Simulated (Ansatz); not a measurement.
An ideal cubic perovskite cell is held by its symmetry; such compounds can tilt or shift off centre at room temperature. The starting structures come from a database of crystals and need not be the phases stable at ambient conditions.

 Where the default PAW files enter, the runs use the earlier of Ansatz's two default sets.

Here is the system:

```xyz
5
Lattice="4.2089 0.0000 0.0000 0.0000 4.2089 0.0000 0.0000 0.0000 4.2089" Properties=species:S:1:pos:R:3 pbc="T T T"
Zr     0.0000     0.0000     0.0000
Pb     2.1045     2.1045     2.1045
O      2.1045     0.0000     0.0000
O      0.0000     2.1045     0.0000
O      0.0000     0.0000     2.1045
```

Space group of this cell: Pm-3m, cubic perovskite. The cell is taken as given; by r2SCAN its mean pressure is -5.6 GPa.

The current runs along the normal of the first two printed vectors, the (001) plane. All runs by Ansatz (a first-principles code), plane waves and PAW, without spin-orbit coupling; the base is r2SCAN.

```csv
run,mean pressure (GPa),gap (eV),mid-gap κ (1/Å)
base,-5.6,2.74,0.213
all lengths scaled by 0.98,4.5,[?],[?]
all lengths scaled by 1.02,-13.2,2.55,0.217
lda in place of r2scan,-11.2,2.17,0.184
"lengths across the current scaled by 0.98, ions clamped",0.9,[?],0.217
"lengths across the current scaled by 1.02, ions clamped",-10.8,2.52,0.209
"lengths along the current scaled by 0.97, ions clamped",-0.6,2.68,0.199
"lengths along the current scaled by 1.03, ions clamped",-9.4,[?],[?]
pbesol in place of r2scan,-7.4,2.20,0.184
```

### Question
Complete the blanks.

### Answer

- all lengths scaled by 0.98, gap (eV): 2.90
- all lengths scaled by 0.98, mid-gap κ (1/Å): 0.207
- lengths across the current scaled by 0.98, ions clamped, gap (eV): 2.80
- lengths along the current scaled by 1.03, ions clamped, gap (eV): 2.54
- lengths along the current scaled by 1.03, ions clamped, mid-gap κ (1/Å): 0.226
